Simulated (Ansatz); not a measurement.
Phonon-limited resistivity of Ti₂AlN (P6_3/mmc) against temperature in μΩ·cm, PBEsol, DFPT electron-phonon coupling, linearised Boltzmann equation (Ansatz, an electronic-structure program), harmonic crystal at a fixed cell. x, y and z are the axes of this cell:
```
AlTi2N
1.0
    2.96338     0.00000     0.00000
   -1.48169     2.56636     0.00000
    0.00000     0.00000    13.53363
Ti Al N
4 2 2
Direct
  0.33333   0.66667   0.08501
  0.66667   0.33333   0.91499
  0.66667   0.33333   0.58501
  0.33333   0.66667   0.41499
  0.33333   0.66667   0.75000
  0.66667   0.33333   0.25000
  0.00000   0.00000   0.00000
  0.00000   0.00000   0.50000
```

```
T        ρ (x, y)  ρ (z)
-----  ----------  -----
50 K        0.084  0.138
77 K         0.58   0.89
100 K        1.49    2.2
150 K  (withheld)    6.6
200 K  (withheld)   11.8
250 K        12.2   17.1
273 K        14.0   19.5
300 K        16.1     22
```

### Question
Fill in the missing entries.

### Answer

- 150 K, ρ (x, y): 4.6
- 200 K, ρ (x, y): 8.3

A metal at this level (no band gap). Only scattering by harmonic phonons is included (no impurities, grain boundaries, electron-electron scattering or thermal expansion). Spin-orbit coupling is left out. Halving the electron mesh (32x32x8) moves the resistivity by up to 7 %. Smearing 0.20 eV; phonons on a 5x5x1 q mesh, which this run doesn't test and which matters most at low temperature.

Computed structure with no diffraction record at hand here (it may be known, metastable or hypothetical): Ti2AlN (P6_3/mmc).
